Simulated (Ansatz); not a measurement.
WS2: Re on a W site

Start from a 12-atom supercell of WS2 in the 2H-MoS2 type structure (space group P6_3/mmc, No. 194; a = 3.1149 Å, c = 11.7733 Å; layered, stacked along the Cartesian z axis) at its relaxed geometry.

The change: a neutral Re on a W site, atoms relaxed at fixed cell, starting from a slightly rattled geometry.

Computed with PBEsol-D3(BJ) (Ansatz, a first-principles code, PAW, no SOC), earlier PAW set. Settings: 5×8×2 k-points, 0.01 eV Fermi–Dirac smearing.

The pressure goes from zero to -0.9 GPa and the largest displacement of a host atom from its site in the perfect cell comes out as 0.08 Å. The mean distance from the defect site to its nearest host atoms drops by 0.01 Å (2.39 Å → 2.38 Å).

Final structure:

```yaml
crystal:
  lattice:
    - [4.67234, -2.69758, 0.00000]
    - [1.55745, 2.69758, 0.00000]
    - [0.00000, 0.00000, 11.77332]
  atoms:
    - { symbol: Re, position: [0.84930, 0.49855, 0.25070] }
    - { symbol: W, position: [0.31746, 0.99846, 0.25070] }
    - { symbol: W, position: [0.16566, 0.49766, 0.75076] }
    - { symbol: W, position: [0.66616, 0.99767, 0.75076] }
    - { symbol: S, position: [0.83248, 0.49765, 0.61697] }
    - { symbol: S, position: [0.33278, 0.99765, 0.61703] }
    - { symbol: S, position: [0.16773, 0.49850, 0.11326] }
    - { symbol: S, position: [0.66570, 0.99857, 0.12142] }
    - { symbol: S, position: [0.16771, 0.49850, 0.38814] }
    - { symbol: S, position: [0.66569, 0.99858, 0.37999] }
    - { symbol: S, position: [0.83246, 0.49765, 0.88455] }
    - { symbol: S, position: [0.33279, 0.99764, 0.88450] }
```

The magnetic state is the one reached from the starting moments; the real material's order can differ, and small cells can't hold many antiferromagnetic ones. The cell is small, so the values are those of an ordered compound at a high defect concentration; dilute-limit values will differ. The mesh was chosen for an insulator and is coarse for the gapless case. Seeded moments were not kept for Re on a W site. The defect cell is spin-polarised and ends with 0.0 μB.
